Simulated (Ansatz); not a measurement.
We consider rutile MgC2 (cell taken from a computed entry), described by r²SCAN-D4 (PAW; Ansatz, a program for electronic structure).

Numerical settings: plane-wave cutoff 500 eV, 10×10×8 k mesh (along the axes of the cell as run), gaussian smearing 0.02 eV, scalar-relativistic PAW data made under PBE.

Computed at the level's own relaxed cell.

Question: What does this level give for the volume per atom, lattice parameter a, lattice parameter c and band gap?

Answer: 
- volume per atom = 12.77 Å³/atom
- lattice parameter a = 3.930 Å
- lattice parameter c = 4.959 Å
- band gap = 2.92 eV (on the SCF k mesh)

Note: the relaxation could not lower the start's symmetry, so the cell can be a saddle point above a distorted one.

Static lattice: no zero-point or thermal effects.
